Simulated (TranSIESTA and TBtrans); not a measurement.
# Au chain with a Au atom beside one bond

Device: Au chain with a Au atom beside one bond. Leads: straight Au chain, spacing 2.55 Å. Geometry: 3 atoms about the centre moved by SIESTA (PBE, DZP) to a largest force of 0.05 eV/Å, all others as built.

Method: TranSIESTA and TBtrans, PBE, DZP numerical orbitals (energy shift 0.15 eV), PseudoDojo norm-conserving scalar-relativistic potentials, mesh cutoff 200 Ry, 300 K, no spin polarisation, no spin-orbit coupling; self-consistent non-equilibrium Green functions.

| Property | Result |
|---|---|
| Conductance at 300 K (G0 = 2e²/h) | 1.23 |
| Thermopower (μV/K) | 41 |
| Mean T from −0.5 to 0.5 eV | 1.41 |

Energies count from the leads' Fermi level. Transmissions are for one spin of a degenerate pair. The energy step is 0.01 eV; narrower resonances are cut or missed.

| E (eV) | T | lead channels |
|---|---|---|
| -2.00 | 2.30 | 3 |
| -1.80 | 1.77 | 3 |
| -1.60 | 1.79 | 3 |
| -1.40 | 1.14 | 3 |
| -1.20 | 1.64 | band edge |
| -1.00 | 2.12 | band edge |
| -0.80 | 2.21 | band edge |
| -0.60 | 2.22 | 4 |
| -0.40 | 2.15 | 4 |
| -0.20 | 2.02 | 4 |
| 0.00 | 0.91 | 1 |
| 0.20 | 0.85 | 1 |
| 0.40 | 0.76 | 1 |
| 0.60 | 0.59 | 1 |
| 0.80 | 0.27 | 1 |
| 1.00 | 0.00014 | 1 |
| 1.20 | 0.32 | 1 |
| 1.40 | 0.67 | 1 |
| 1.60 | 0.84 | 1 |
| 1.80 | 0.92 | 1 |
| 2.00 | 0.96 | 1 |

The leads' channel count changes near -0.01 eV, within the thermal window, so values at the Fermi level hang on where that band edge falls. The straight chain is held at its spacing; free chains may zigzag or dimerise. No spin-polarised start was tried, so a magnetic state, if there is one, is missed. Spin-orbit coupling, left out here, matters for the heavy atoms.
